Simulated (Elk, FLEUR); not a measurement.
An Elk input for a self-consistent single point of CuAu (P4/mmm, 2 atoms in the cell) (DFT, PBE, all-electron FP-LAPW, Elk's shipped species files, APW+lo basis with extra local orbitals):

```
tasks
  0

xctype
  20

rgkmax
  8.0

gmaxvr
  14.0

nxlo
  2

lorbcnd
  .true.

rmtscf
  0.89

lmaxi
  2

stype
  0

swidth
  0.00999582

maxscl
  100

scale
  5.185408486

avec
    1.0000000000    0.0000000000    0.0000000000
    0.0000000000    1.0000000000    0.0000000000
    0.0000000000    0.0000000000    1.3107142857

sppath
  'species/'

atoms
  2
  'Cu.in'
  1
  0.0000000000  0.0000000000  0.0000000000    0.0 0.0 0.0
  'Au.in'
  1
  0.5000000000  0.5000000000  0.5000000000    0.0 0.0 0.0

ngridk
  12 12 10
```

Question: Translate this input to FLEUR.

Answer: One input that does it (others would too):

Input of the input generator:

```
CuAu crystal
&input film=f /
5.1854084860 0.0000000000 0.0000000000
0.0000000000 5.1854084860 0.0000000000
0.0000000000 0.0000000000 6.7965889798
1.0
1.0 1.0 1.0

2
29 0.0000000000 0.0000000000 0.0000000000
79 0.5000000000 0.5000000000 0.5000000000

&comp jspins=1 /
&kpt div1=12 div2=12 div3=10 gamma=t /
&end /
```

```xml
<?xml version="1.0" encoding="UTF-8" standalone="no"?>
<fleurInput fleurInputVersion="0.39">
   <comment>
      CuAu crystal                                                                                        
   </comment>
   <calculationSetup>
      <cutoffs Kmax="4.2" Gmax="12.6" GmaxXC="12.6" numbands="0"/>
      <scfLoop itmax="100" minDistance="0.00001" maxIterBroyd="15" imix="Anderson" alpha="0.05" precondParam="0.0" spinf="2.0"/>
      <coreElectrons ctail="T" frcor="F" kcrel="0" coretail_lmax="0"/>
      <xcFunctional name="pbe" relativisticCorrections="F"/>
      <magnetism jspins="1"/>
      <soc l_soc="F" theta="0.0" phi="0.0" spav="F"/>
      <expertModes spex="0" secvar="F"/>
      <geometryOptimization l_f="T" forcealpha="1.0" forcemix="BFGS" epsdisp="0.00001" epsforce="0.00001"/>
      <ldaU l_linMix="F" mixParam="0.05" spinf="1.0"/>
   </calculationSetup>
   <cell>
      <bzIntegration valenceElectrons="28.0" mode="gauss" fermiSmearingEnergy="0.00999582">
         <kPointListSelection listName="default-1"/>
         <!-- k-points included here -->
         <xi:include xmlns:xi="http://www.w3.org/2001/XInclude" href="kpts.xml"> </xi:include>
      </bzIntegration>
      <!-- symmetry operations included here -->
      <xi:include xmlns:xi="http://www.w3.org/2001/XInclude" href="sym.xml"> </xi:include>
      <bulkLattice scale="1.0">
         <bravaisMatrix>
            <row-1>    5.1854084860000000     0.0000000000000000     0.0000000000000000</row-1>
            <row-2>    0.0000000000000000     5.1854084860000000     0.0000000000000000</row-2>
            <row-3>    0.0000000000000000     0.0000000000000000     6.7965889798000001</row-3>
         </bravaisMatrix>
      </bulkLattice>
   </cell>
   <atomSpecies>
      <species name="Copper (Cu)" element="Cu" atomicNumber="29">
         <mtSphere radius="2.39" gridPoints="823" logIncrement="0.015"/>
         <atomicCutoffs lmax="10" lnonsphr="8"/>
         <electronConfig flipSpins="F">
            <coreConfig>(1s1/2) (2s1/2) (2p1/2) (2p3/2) (3s1/2) (3p1/2) (3p3/2)</coreConfig>
            <valenceConfig>(4s1/2) (3d3/2) (3d5/2)</valenceConfig>
            <stateOccupation state="(4s1/2)" spinUp="0.5" spinDown="0.5"/>
         </electronConfig>
         <energyParameters s="4" p="4" d="3" f="4"/>
         <lo type="HELO" l="2" n="4" eDeriv="0"/>
      </species>
      <species name="Gold (Au)" element="Au" atomicNumber="79">
         <mtSphere radius="2.39" gridPoints="823" logIncrement="0.016"/>
         <atomicCutoffs lmax="10" lnonsphr="8"/>
         <electronConfig flipSpins="F">
            <coreConfig>(1s1/2) (2s1/2) (2p1/2) (2p3/2) (3s1/2) (3p1/2) (3p3/2) (4s1/2) (3d3/2) (3d5/2) (4p1/2) (4p3/2) (5s1/2) (4d3/2) (4d5/2) (4f5/2) (4f7/2)</coreConfig>
            <valenceConfig>(5p1/2) (5p3/2) (6s1/2) (5d3/2) (5d5/2)</valenceConfig>
            <stateOccupation state="(6s1/2)" spinUp="0.5" spinDown="0.5"/>
         </electronConfig>
         <energyParameters s="6" p="6" d="5" f="5"/>
         <lo type="SCLO" l="1" n="5" eDeriv="0"/>
         <lo type="HELO" l="2" n="6" eDeriv="0"/>
      </species>
   </atomSpecies>
   <atomGroups>
      <atomGroup species="Copper (Cu)">
         <relPos label="                   1">.0000000000 .0000000000 .0000000000</relPos>
         <force calculate="T" relaxXYZ="TTT"/>
      </atomGroup>
      <atomGroup species="Gold (Au)">
         <relPos label="                   2">1.000/2.000 1.000/2.000 1.000/2.000</relPos>
         <force calculate="T" relaxXYZ="TTT"/>
      </atomGroup>
   </atomGroups>
   <output dos="F" band="F" slice="F">
      <checks vchk="F" cdinf="F"/>
      <bandDOS minEnergy="-.5*Htr" maxEnergy="0.5*Htr" sigma="0.015" storeEVData="T"/>
      <vacuumDOS vacdos="F" integ="F" star="F" nstars="0" locx1="0.0" locy1="0.0" locx2="0.0" locy2="0.0" nstm="0" tworkf="0.0"/>
      <unfoldingBand unfoldBand="F" supercellX="1" supercellY="1" supercellZ="1"/>
      <plotting iplot="0" polar="F">
         <plot TwoD="T" vec1="  1.0  0.0  0.0" vec2="  0.0  1.0  0.0" vec3="  0.0  0.0  1.0" zero="  0.0  0.0  0.0" file="plot"/>
      </plotting>
      <chargeDensitySlicing numkpt="0" minEigenval="0.0" maxEigenval="0.0" nnne="0" pallst="F"/>
      <specialOutput eonly="F"/>
      <magneticCircularDichroism mcd="F" energyLo="-10.0" energyUp="0.0"/>
   </output>
  <!-- We include the file relax.xml here to enable relaxations (see documentation) -->
  <xi:include xmlns:xi="http://www.w3.org/2001/XInclude" href="relax.xml"> <xi:fallback/> </xi:include>
</fleurInput>
```

Basis, cutoffs, solver keys and any potentials are the target program's own. This input uses DFT, PBE, all-electron FLAPW (FLEUR), scalar-relativistic valence.

The starting cell has typed, rounded lattice constants, without a prior relaxation at this level. For this run, on top of that: lattice scaled by 0.98.
